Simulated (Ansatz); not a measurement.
The parent structure is CdF2 in the fluorite structure (space group Fm-3m, No. 225).

```
CELL_PARAMETERS angstrom
      0.00000     2.69422     2.69422
      2.69422     0.00000     2.69422
      2.69422     2.69422     0.00000
ATOMIC_POSITIONS crystal
  Cd 0.00000 0.00000 0.00000
  F  0.25000 0.25000 0.25000
  F  0.75000 0.75000 0.75000
```

Calculations: r2SCAN (Ansatz, a quantum-chemistry and plane-wave program; PAW; 500 eV plane waves; scalar-relativistic without spin-orbit coupling).

For the base:

Band gap: 3.79 eV
Width of the top valence band: 0.51 eV
Electron mass: 0.40 mₑ (at Γ)
Lattice parameter a: 5.388 Å
Gap character: indirect, W → Γ

Modification: every Cd is replaced by Hg; the structure is relaxed again.

Task: What does the calculation give for the band gap, width of the top valence band, electron mass, lattice parameter a and gap character after the change?

Result: The band gap decreases by 2.297 eV (3.79 eV → 1.50 eV); the width of the top valence band falls by 0.26 eV, from 0.51 eV to 0.25 eV; the electron mass goes from 0.40 mₑ (at Γ) to 0.31 mₑ (at Γ); the lattice parameter a increases by 0.159 Å (5.388 Å → 5.547 Å); the gap character changes from indirect, W → Γ to direct at Γ.

With Hg present, leaving out spin-orbit coupling can change the band edges. Masses are band curvatures over ±0.01 Å⁻¹ around the edge. Whether these cells are dynamically stable was not tested.
